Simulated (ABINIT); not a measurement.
## Worked example: self-consistent single point of Cu₃Au (Pm-3m, 4 atoms in the cell) in ABINIT

Computed with PBE, PAW (JTH v2.0 PBE PAW) (plane waves; ABINIT).

Input as run:

```
# Cu3Au, JTH v2.0 PBE PAW
pp_dirpath "./"
pseudos "Cu.GGA_PBE-JTH.xml, Au.GGA_PBE-JTH.xml"
acell 7.1693847011 7.1693847011 7.1693847011
rprim
         1.0000000000    0.0000000000    0.0000000000
         0.0000000000    1.0000000000    0.0000000000
         0.0000000000    0.0000000000    1.0000000000
natom 4
ntypat 2
znucl 29 79
typat 1 1 1 2
xred
         0.0000000000    0.5000000000    0.5000000000
         0.5000000000    0.0000000000    0.5000000000
         0.5000000000    0.5000000000    0.0000000000
         0.0000000000    0.0000000000    0.0000000000
ecut 60 Ry
pawecutdg 120 Ry
pawxcdev 0
ixc 11
occopt 7
tsmear 0.00183747
nband 43
kptopt 1
ngkpt 9 9 9
nshiftk 1
shiftk 0 0 0
nstep 80
tolvrs 1.0e-10
prtwf 0
prtden 0
prtvol 1
enunit 1
```

The program printed (abridged):

```
 Symmetries : space group Pm -3 m (#221); Bravais cP (primitive cubic)

 -outvars: echo values of preprocessed input variables --------
            acell      7.1693847011E+00  7.1693847011E+00  7.1693847011E+00 Bohr
             ecut      3.00000000E+01 Hartree
           enunit           1
              ixc          11
         kptrlatt        9    0    0      0    9    0      0    0    9
          kptrlen      6.45244623E+01
            natom           4
            nband          43
            ngfft          36      36      36
          ngfftdg          50      50      50
             nkpt          35
            nstep          80
             nsym          48
           ntypat           2
           occopt           7
        pawecutdg      6.00000000E+01 Hartree
         pawxcdev           0
          spgroup         221
           tolvrs      1.00000000E-10
           tsmear      1.83747000E-03 Hartree
            typat      1  1  1  2
           useylm           1
             xred      0.0000000000E+00  5.0000000000E-01  5.0000000000E-01
                       5.0000000000E-01  0.0000000000E+00  5.0000000000E-01
                       5.0000000000E-01  5.0000000000E-01  0.0000000000E+00
                       0.0000000000E+00  0.0000000000E+00  0.0000000000E+00
            znucl       29.00000   79.00000

== DATASET  1 ==================================================================

 Exchange-correlation functional for the present dataset will be:
  GGA: Perdew-Burke-Ernzerhof functional - ixc=11
 Citation for XC functional:
  J.P.Perdew, K.Burke, M.Ernzerhof, PRL 77, 3865 (1996)

 Real(R)+Recip(G) space primitive vectors, cartesian coordinates (Bohr,Bohr^-1):
 R(1)=  7.1693847  0.0000000  0.0000000  G(1)=  0.1394820  0.0000000  0.0000000
 R(2)=  0.0000000  7.1693847  0.0000000  G(2)=  0.0000000  0.1394820  0.0000000
 R(3)=  0.0000000  0.0000000  7.1693847  G(3)=  0.0000000  0.0000000  0.1394820
 Unit cell volume ucvol=  3.6850693E+02 bohr^3
 Angles (23,13,12)=  9.00000000E+01  9.00000000E+01  9.00000000E+01 degrees

 Coarse grid specifications (used for wave-functions):

 getcut: wavevector=  0.0000  0.0000  0.0000  ngfft=  36  36  36
         ecut(hartree)=     30.000   => boxcut(ratio)=   2.03655

 Fine grid specifications (used for densities):

 getcut: wavevector=  0.0000  0.0000  0.0000  ngfft=  50  50  50
         ecut(hartree)=     60.000   => boxcut(ratio)=   2.00008

   9.98483893E+03                                ecore*ucvol(ha*bohr**3)

_setup2: Arith. and geom. avg. npw (full set) are    2892.866    2892.851

--- !BeginCycle
solver: {iscf: 17, nstep: 80, nline: 4, wfoptalg: 10, }
tolerances: {tolvrs: 1.00E-10, }
...

     iter   Etot(hartree)      deltaE(h)  residm     nres2
 ETOT  1  -622.28897528831    -6.223E+02 3.235E+01 5.379E+01
 ETOT  2  -628.10970855504    -5.821E+00 1.225E-01 2.171E+01
 ETOT  3  -628.04235304512     6.736E-02 2.849E-02 3.796E+00
 ETOT  4  -628.05308422557    -1.073E-02 1.660E-02 3.621E-01
 ETOT  5  -628.05547214684    -2.388E-03 6.009E-03 1.511E+00
 ETOT  6  -628.05382380877     1.648E-03 6.444E-03 5.332E-02
   [... 19 lines left out ...]
 ETOT 26  -628.05404431469    -9.777E-12 7.784E-06 8.199E-08
 ETOT 27  -628.05404431458     1.094E-10 7.005E-06 1.788E-08
 ETOT 28  -628.05404431459    -7.503E-12 4.380E-06 5.198E-10
 ETOT 29  -628.05404431463    -3.740E-11 3.566E-06 2.189E-08
 ETOT 30  -628.05404431459     3.934E-11 2.461E-06 7.403E-11

 At SCF step   30       nres2   =  7.40E-11 < tolvrs=  1.00E-10 =>converged.

 Cartesian components of stress tensor (hartree/bohr^3)
  sigma(1 1)=  5.65140462E-05  sigma(3 2)=  0.00000000E+00
  sigma(2 2)=  5.65140462E-05  sigma(3 1)=  0.00000000E+00
  sigma(3 3)=  5.65140462E-05  sigma(2 1)=  0.00000000E+00

 ----iterations are completed or convergence reached----

 reduced coordinates (array xred) for    4 atoms
       0.000000000000      0.500000000000      0.500000000000
       0.500000000000      0.000000000000      0.500000000000
       0.500000000000      0.500000000000      0.000000000000
       0.000000000000      0.000000000000      0.000000000000
 cartesian forces (eV/Angstrom) at end:
    1     -0.00000000000000    -0.00000000000000    -0.00000000000000
    2     -0.00000000000000    -0.00000000000000    -0.00000000000000
    3     -0.00000000000000    -0.00000000000000    -0.00000000000000
    4     -0.00000000000000    -0.00000000000000    -0.00000000000000
 frms,max,avg= 0.0000000E+00 0.0000000E+00   0.000E+00  0.000E+00  0.000E+00 e/A
 length scales=  7.169384701100  7.169384701100  7.169384701100 bohr
              =  3.793874983436  3.793874983436  3.793874983436 angstroms
 Fermi (or HOMO) energy (eV) =   6.94524   Average Vxc (eV)= -11.73317
 Eigenvalues (   eV  ) for nkpt=  35  k points:
 kpt#   1, nband= 43, wtk=  0.00137, kpt=  0.0000  0.0000  0.0000 (reduced coord)
-105.41634 -105.40957 -105.40957  -62.81260  -62.81260  -62.81260  -62.78678  -62.78678
 -62.78678  -62.77184  -62.77184  -62.77184   -2.42960    0.79757    0.79757    1.58329
   1.58329    1.58329    2.59173    3.95602    3.95602    3.95602    4.76235    4.76235
   5.33844    5.35043    5.35043    5.47384    5.47384    5.47384    5.57714    5.57714
   5.57714    8.21262    8.21262    8.21262   12.68741   14.14090   14.14090   17.88195
  17.88195   17.88195   19.56929
 prteigrs : prtvol=0 or 1, do not print more k-points.

--- !EnergyTerms
comment             : Components of total free energy in Hartree
kinetic             :  4.19394289129653E+01
hartree             :  1.46289647187120E+02
xc                  : -1.11942326843622E+01
Ewald energy        : -3.77182284718708E+02
psp_core            :  2.70953901651844E+01
local_psp           : -3.60701509799203E+02
spherical_terms     : -9.43004775043616E+01
internal            : -6.28054038441365E+02
'-kT*entropy'       : -1.70353495643811E-05
total_energy        : -6.28054055476715E+02
total_energy_eV     : -1.70902199884066E+04
...

-Cartesian components of stress tensor (GPa)         [Pressure= -1.6627E+00 GPa]
- sigma(1 1)=  1.66270036E+00  sigma(3 2)=  0.00000000E+00
- sigma(2 2)=  1.66270036E+00  sigma(3 1)=  0.00000000E+00
- sigma(3 3)=  1.66270036E+00  sigma(2 1)=  0.00000000E+00

 Calculation completed.
```

The run converged in 30 iterations.

The starting cell has typed, rounded lattice constants, without a prior relaxation at this level. Its lattice was rescaled by a random factor within 2.5 % of one. Spin polarisation is off.

Cost on one core of a shared machine: roughly 6 min.
